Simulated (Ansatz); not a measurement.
# NiSi (space group Pnma, No. 62; non-magnetic)

```yaml
crystal:
  lattice:
    - [5.10471, 0.00000, 0.00000]
    - [0.00000, 3.36011, 0.00000]
    - [0.00000, 0.00000, 5.50384]
  atoms:
    - { symbol: Ni, position: [0.50941, 0.25000, 0.68692] }
    - { symbol: Ni, position: [0.00941, 0.25000, 0.81308] }
    - { symbol: Ni, position: [0.49059, 0.75000, 0.31308] }
    - { symbol: Ni, position: [0.99059, 0.75000, 0.18692] }
    - { symbol: Si, position: [0.67878, 0.25000, 0.08722] }
    - { symbol: Si, position: [0.17878, 0.25000, 0.41278] }
    - { symbol: Si, position: [0.32122, 0.75000, 0.91278] }
    - { symbol: Si, position: [0.82122, 0.75000, 0.58722] }
```

Method: PBEsol in Ansatz (plane waves to 420 eV, PAW, without spin-orbit coupling), earlier PAW set. Γ-centred 9×14×9 mesh, Fermi–Dirac width 0.05 eV.

```json
{
  "volume_per_atom": "11.80 Å³",
  "density": "6.11 g/cm³",
  "band_gap": "zero",
  "total_energy": "-3213.827 eV/atom (σ→0; compares only within this code and set-up)"
}
```

Stability against distortions was not tested. Seeded moments were not kept for the base. The final runs are not spin-polarised.

Ansatz is a program for electronic structure.
